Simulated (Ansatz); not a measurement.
Start from WC (space group P-6m2, No. 187; a = 2.9225 Å, c = 2.8462 Å; relaxed with 0.1 eV smearing). Axes: x lies along a and z along c of the hexagonal cell.

Calculations: Ansatz (a first-principles code) PBE, without spin-orbit coupling.

Now apply this change: an isotropic linear strain of +2.21 %; the atoms relax in the strained cell.

Question: Predict the stress tensor and what it implies for the stiffness.

Answer: Stress of the strained cell less that of the base (GPa, compression positive):
```
  -20.8     0.0     0.0
    0.0   -20.8     0.0
    0.0     0.0   -24.4
```

Then B = −ΔP/(ΔV/V₀) with ΔV/V₀ = 0.0678 gives secant stiffness values (nonlinear terms included at this strain): B (at held cell shape, above the free-shape value) ≈ 325 GPa.

As a check, the harmonic strain energy −½ V₀ Δσ:ε is 48 meV/atom; the computed energy rise is 52 meV/atom.

Stability against distortions was not tested. All final runs are without spin polarisation.
